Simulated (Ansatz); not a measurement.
The parent structure is V₃Si in the A15 (Cr3Si type) structure (space group Pm-3n, No. 223; a = 4.6495 Å). Axes: x, y, z lie along the cube axes.

The values are results of PBEsol/PAW in Ansatz (a program for electronic structure), without spin-orbit coupling, not measurements.

Before the change:

The pressure comes out as 0.0 GPa and the shortest interatomic distance comes out as 2.325 Å. The band gap comes out as zero.

Perturbation: tensor shear ε_yz = −0.51 % (engineering shear γ = -0.0102); the atoms relax in the strained cell.

**Question.** Predict the new pressure.

**Answer.** The pressure (mean of the normal stresses, compression positive) remains 0.0 GPa.

**Question.** How does this affect the largest internal atomic displacement?

**Answer.** The largest internal atomic displacement amounts to 0.012 Å.

**Question.** What does the calculation give for the shortest interatomic distance after the change?

**Answer.** The shortest interatomic distance hardly moves (2.325 Å against 2.324 Å).

**Question.** How does this affect the energy relative to the base?

**Answer.** The energy stays essentially unchanged.

**Question.** What does the calculation give for the band gap after the change?

**Answer.** The band gap remains zero.

Without a gap, meshes like the base's 10×10×10 leave anisotropic stresses uncertain by several tenths of a GPa, and small strain energies with them. Whether these cells are dynamically stable was not tested. Starting moments died away, wholly or in part, for the base; another magnetic solution may exist. All final runs are without spin polarisation.
